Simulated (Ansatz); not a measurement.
## AlCo, response to strain

Start from AlCo in the CsCl type structure (space group Pm-3m, No. 221; a = 2.8527 Å; not spin-polarised; relaxed with 0.1 eV smearing).

Strains are applied to the cell and any free atomic positions relax.

Computed with plane-wave PAW DFT at the PBE level (Ansatz, an electronic-structure program, 420 eV), no SOC, earlier PAW set.

```tsv
isotropic strain (%)	pressure (GPa)
-2.52	16.1
-0.98	?
0	0.0
1.28	-6.3
1.41	-6.8
```

Q: Fit P = P₀ − Bδ + Cδ² with δ = (1 + ε)³ − 1 to the rows shown and predict the withheld row.

A: Least squares on the printed values gives P₀ = 0.0 GPa, B = 181 GPa, C = 510 GPa (largest residual 0.0 GPa); this predicts 5.7 GPa, and the run gives 5.6 GPa, in agreement.

Stability against distortions was not tested. Starting moments died away, wholly or in part, for the base; another magnetic solution may exist. All final runs are without spin polarisation.
